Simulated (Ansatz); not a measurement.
Base system: MgO in the rock salt structure (space group Fm-3m, No. 225; a = 4.254 Å).

One thing is altered: a hydrostatic pressure of 50 GPa.

Levels (all Ansatz, a program for electronic structure, PAW): PBE (420 eV, no SOC); HSE06+SOC (420 eV, noncollinear with spin-orbit coupling).

The geometry is relaxed with PBE.

```
Property                                 Value
-------------------------  -------------------
PBE valence-band top at Γ  0.00, 0.00, 0.00 eV
PBE band gap                           6.76 eV
```

Question: Predict the valence-band top at Γ and band gap from HSE06+SOC.

Answer: The valence-band top at Γ (three highest Kramers pairs, from the VBM) goes from 0.00, 0.00, 0.00 eV to 0.00, 0.00, -0.04 eV; the band gap rises by 1.91 eV (6.76 eV → 8.67 eV). The threefold valence maximum splits by Δso ≈ 43 meV.

Single points use the geometry relaxed with PBE. The spin-orbit shifts are approximate. Load acts through the strain it causes; cell and atoms are relaxed under it. Stability against distortions was not tested. No other phases were tried under pressure.
